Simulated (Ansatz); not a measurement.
Defect migration in wurtzite GaN: interstitial Ga, charge state +1. The step: several atoms move together, Ga the farthest; the atom moves 2.36 Å along (0.51, 0.27, -0.36) of the unit cell; the moving atom starts with neighbours Ga at 2.29, 2 Ga at 2.47; N at 1.93, N at 2.17, N at 2.18 Å and ends with Ga at 2.30; N at 1.92, 2 N at 1.99 Å. DFT values are from Ansatz (plane-wave PAW, 420 eV unless said) in a cell of 72 host sites, spin-restricted, static, with no finite-size correction. The charge state is imposed; whether it is stable for some Fermi level was not computed. Sites that were not tried may lie lower. For the PBE band: the saddle point's order was not checked.

```csv
Level,Forward barrier (eV),Cost of the band or of the saddle's single point
"PBE, one k-point at (0.125, 0.250, 0.250), band relaxed",1.38,roughly 100 core-minutes
"PBE, a 2×2×2 k-point mesh shifted by half a step along c, same geometries",1.42,about 5 core-minutes (a rough figure)
"r2SCAN at 500 eV, one k-point at (0.125, 0.250, 0.250), same geometries",…,about 2.9 core-minutes (a rough figure)
```

What belongs in the gaps?


- r2SCAN at 500 eV, one k-point at (0.125, 0.250, 0.250), same geometries, Forward barrier (eV): 1.47

Ansatz is an electronic-structure program.
